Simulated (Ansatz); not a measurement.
Take CdSe in the wurtzite structure (space group P6_3mc, No. 186) as the base.

```yaml
crystal:
  lattice:
    - [4.24755, 0.00000, 0.00000]
    - [-2.12377, 3.67848, 0.00000]
    - [0.00000, 0.00000, 6.94096]
  atoms:
    - { symbol: Cd, position: [0.33333, 0.66667, 0.00031] }
    - { symbol: Cd, position: [0.66667, 0.33333, 0.50031] }
    - { symbol: Se, position: [0.33333, 0.66667, 0.37569] }
    - { symbol: Se, position: [0.66667, 0.33333, 0.87569] }
```

Cartesian axes are those of the cell as printed.

All numbers come from LDA (Ansatz, an electronic-structure program, PAW, without spin-orbit coupling).

Modification: uniaxial strain ε_zz = −1.80 %, all other strain components held at zero, atoms relaxed at fixed cell.

Problem. What does the calculation give for the energy relative to the base and largest internal atomic displacement after the change?

Solution. The energy increases by 2.5 meV/atom; the largest internal atomic displacement is 0.014 Å.

No phonon test of stability was made.
